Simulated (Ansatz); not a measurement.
**Response to strain in KTaO3**

Take KTaO3 in the cubic perovskite structure (space group Pm-3m, No. 221; a = 3.985 Å) as the base. Axes: x, y, z lie along the cube axes.

Strains are applied to the cell and any free atomic positions relax; under biaxial strain the out-of-plane vector relaxes too.

All numbers come from Kohn–Sham DFT with the PBEsol functional, run in Ansatz (a quantum-chemistry and plane-wave program) with PAW and 420 eV plane waves, no spin-orbit coupling.

Notes on the quantities. energy relative to the base: free energy F.

| biaxial strain, plane normal [111], relaxed out of plane (%) | energy relative to the base (meV/atom) |
|---|---|
| -2.5 | 18.4 |
| -2 | ? |
| -1.5 | 6.6 |
| -1 | 2.9 |
| -0.5 | 0.8 |
| 0 | 0.0 |

### Question
Fit ΔE = Aε² + Bε³ (ε in %) to the rows shown and predict the withheld row.

### Answer
Least squares on the printed values gives A = 2.92 and B = -0.012 meV/atom (largest residual 0.1 meV/atom); this predicts 11.8 meV/atom, and the run gives 11.7 meV/atom, in agreement.

Whether these cells are dynamically stable was not tested.
